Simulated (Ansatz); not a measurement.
# Effective masses and thermopower of CdSe under load (space group P6_3mc)

Consider the following.

```
CELL_PARAMETERS angstrom
      4.35490     0.00000     0.00000
     -2.17745     3.77145     0.00000
      0.00000     0.00000     6.94269
ATOMIC_POSITIONS crystal
  Cd 0.66667 0.33333 0.49751
  Cd 0.33333 0.66667 0.99751
  Se 0.66667 0.33333 0.87835
  Se 0.33333 0.66667 0.37835
```

Method: PBEsol with spin-orbit coupling, rigid bands (plane waves, PAW; Ansatz, a first-principles code). Condition of this run: biaxial stress xx = yy = -1 GPa (compression positive) (the target of the relaxation). Cell: cell and atoms relaxed with PBEsol, then loaded as said.

```json
{
  "band_gap": "0.40 eV",
  "hole conductivity mass (300 K, dilute)": "1.17 (x), 1.17 (y), 0.68 (z) mₑ",
  "effective density of states N_v (300 K)": "2.1e19 cm⁻³",
  "density_of_states_mass_holes": "0.90 mₑ",
  "Seebeck coefficient, p-type 1e19 cm⁻³, 300 K": "312 μV/K",
  "best p-type power factor at 300 K for τ = 10 fs (best axis; densities from 1e16 to 1e21 cm⁻³ tried, whether or not they can be reached)": "5.4 μW/(cm·K²) at 1e20 cm⁻³"
}
```

Rigid bands; masses and Seebeck coefficients take one relaxation time τ for all states and one kind of carrier; polarons and phonon drag are left out.
